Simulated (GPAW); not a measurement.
```
TiSi2
1.0
    1.74018    -6.66384     0.00000
    1.74018     6.66384     0.00000
    0.00000     0.00000     3.51483
Ti Si
2 4
Cartesian
  1.74018  -5.28949   2.63612
  1.74018   5.28949   0.87871
  1.74018  -0.77634   2.63612
  1.74018   0.77634   0.87871
  1.74018   3.33605   2.63612
  1.74018  -3.33605   0.87871
```

Method of the run: PBE, GPAW PAW datasets PBE (gpaw-data 1.0.1) (plane waves; GPAW).

The set-up and first iterations of a GPAW log for TiSi₂ (Cmcm, 6 atoms in the cell):

```
Input parameters:
  convergence: {density: 1e-05,
                energy: 1e-05}
  kpts: [7 7 7]
  maxiter: 120
  mode: {ecut: 800,
         name: pw}
  nbands: -12
  occupations: {name: methfessel-paxton,
                order: 0,
                width: 0.2}
  symmetry: {symmorphic: False,
             tolerance: 0.0005}
  xc: PBE

species:
  Ti:
    name: Titanium
    Z: 22.0
    valence: 12
    core: 10
    charge: 0.0
    file: Ti.PBE.gz

    # Using partial waves for Ti as LCAO basis

  Si:
    name: Silicon
    Z: 14.0
    valence: 4
    core: 10
    charge: 0.0
    file: Si.PBE.gz

    # Using partial waves for Si as LCAO basis

Reference energy: -77993.405564  # eV

Spin-paired calculation

Convergence criteria:
 Maximum [total energy] change in last 3 cyles: 1e-05 eV / valence electron
 Maximum integral of absolute [dens]ity change: 1e-05 electrons / valence electron
   [... lines left out ...]
  Linear mixing parameter: 0.05
  old densities: 5
  Damping of long wavelength oscillations: 50

Hamiltonian:
  XC and Coulomb potentials evaluated on a 90*90*48 grid
  External potential:
    NoExternalPotential

XC parameters: PBE with 2 nearest neighbor stencil

Number of atoms: 6
Number of atomic orbitals: 42
Number of bands in calculation: 32
Number of valence electrons: 40
Bands to converge: occupied

Density initialized from atomic densities
  32 bands from LCAO basis set

Atomic positions and initial magnetic moments

Positions:
   0 Ti     1.740182   -5.289489    2.636122    ( 0.0000,  0.0000,  0.0000)
   1 Ti     1.740182    5.289489    0.878707    ( 0.0000,  0.0000,  0.0000)
   2 Si     1.740182   -0.776337    2.636122    ( 0.0000,  0.0000,  0.0000)
   3 Si     1.740182    0.776337    0.878707    ( 0.0000,  0.0000,  0.0000)
   4 Si     1.740182    3.336051    2.636122    ( 0.0000,  0.0000,  0.0000)
   5 Si     1.740182   -3.336051    0.878707    ( 0.0000,  0.0000,  0.0000)

Unit cell:
           periodic     x           y           z      points  spacing
  1. axis:    yes    1.740182   -6.663839    0.000000    45     0.0748
  2. axis:    yes    1.740182    6.663839    0.000000    45     0.0748
  3. axis:    yes    0.000000    0.000000    3.514830    24     0.1465

  Lengths:   6.887306   6.887306   3.514830
  Angles:   90.000000  90.000000 150.729447

Effective grid spacing dv^(1/3) = 0.1188
     iter     time        total  log10-change:
                         energy   eigst   dens
iter:   1 --:--:--   -38.168532
iter:   2 --:--:--   -38.310310   -0.52  -1.24
iter:   3 --:--:--   -38.196718   -1.65  -1.25
iter:   4 --:--:--   -38.487210   -1.29  -1.44
iter:   5 --:--:--   -38.227048   -1.38  -1.68
```

Problem. How does the run end?

Solution. The run converged in 25 iterations. Its thresholds were met; that alone does not show that basis and mesh suffice. It ends on: free energy E − TS (from the program's reference atoms) -38.2316 eV; Fermi level (on the code's own zero) 10.65 eV; pressure 9.40 GPa; largest force (vector length) 0.374 eV/Å. The log goes on:

```
   [... 2 lines left out ...]
iter:   8 --:--:--   -38.217535   -2.37  -2.20
iter:   9 --:--:--   -38.218221   -3.23  -2.78
iter:  10 --:--:--   -38.217025   -3.76  -2.77
iter:  11 --:--:--   -38.217037   -5.29  -3.23
iter:  12 --:--:--   -38.217049c  -5.02  -3.31
iter:  13 --:--:--   -38.216978c  -4.71  -3.43
iter:  14 --:--:--   -38.216972c  -5.97  -3.67
iter:  15 --:--:--   -38.216971c  -7.27  -3.93
iter:  16 --:--:--   -38.216967c  -6.37  -4.01
iter:  17 --:--:--   -38.216967c  -7.52c -4.12
iter:  18 --:--:--   -38.216967c  -7.55c -4.19
iter:  19 --:--:--   -38.216966c  -8.51c -4.34
iter:  20 --:--:--   -38.216966c  -7.72c -4.39
iter:  21 --:--:--   -38.216966c  -8.03c -4.51
iter:  22 --:--:--   -38.216966c  -7.83c -4.59
iter:  23 --:--:--   -38.216965c  -8.02c -4.67
iter:  24 --:--:--   -38.216965c  -8.39c -4.91
iter:  25 --:--:--   -38.216966c  -8.75c -5.09c
Converged after 25 iterations.

Dipole moment: (0.000000, -0.000000, 0.000000) |e|*Ang

Energy contributions relative to reference atoms: (reference = -77993.405564)

Kinetic:        +55.403140
Potential:      -43.456105
External:        +0.000000
XC:             -50.021221
Entropy (-ST):   -0.029283
Local:           -0.128138
SIC:             +0.000000
--------------------------
Free energy:    -38.231607
Extrapolated:   -38.216966

Showing only first 2 kpts
 Kpt  Band  Eigenvalues  Occupancy
  0    18      8.57639    2.00000
  0    19     11.14454    0.00051
  0    20     11.52522    0.00000
  0    21     11.57006    0.00000

  1    18      9.26503    2.00000
  1    19     10.69834    0.74914
  1    20     11.06817    0.00334
  1    21     11.26017    0.00002

Fermi level: 10.65312

No gap
No difference between direct/indirect transitions
Energy (eV): -38.216966

Forces in eV/Ang:
  0 Ti    0.00000   -0.14270    0.00000
  1 Ti    0.00000    0.14270    0.00000
  2 Si    0.00000   -0.37409   -0.00000
  3 Si    0.00000    0.37409    0.00000
  4 Si    0.00000    0.02609    0.00000
  5 Si    0.00000   -0.02609   -0.00000

Stress tensor:
    -0.059158    -0.000000     0.000000
    -0.000000    -0.050024    -0.000000
     0.000000    -0.000000    -0.066895
Stress (GPa, Voigt): [ -9.4782  -8.0147 -10.7178  -0.       0.      -0.    ]
```

For comparison: a first run was changed to give this one (lattice scaled by 0.98), and from it to this one the free energy goes up by 24.2 meV/atom, the pressure goes from -0.11 to 9.40 GPa and the largest force goes from 0.148 to 0.374 eV/Å.

The starting cell comes from a database of computed structures (which also holds hypothetical and non-ambient phases and stackings), without a prior relaxation at this level. Its lattice was rescaled by a random factor within 2.5 % of one. For this run, on top of that: lattice scaled by 0.98. Spin polarisation is off. With a pressure of about 9 GPa the cell is away from its equilibrium volume at this level.

The run was DFT PBE, plane waves, GPAW PAW datasets PBE (gpaw-data 1.0.1). Main settings of its input:

mode: pw
ecut: 800 eV
xc: PBE
kpts: 7 7 7
mesh shift (steps): 0 0 0
occupations.name: methfessel-paxton
occupations.width: 0.2 eV
occupations.order: 0
nbands: -12
convergence.density: 1e-05 e/electron
convergence.energy: 1e-05 eV/electron
symmetry.symmorphic: false
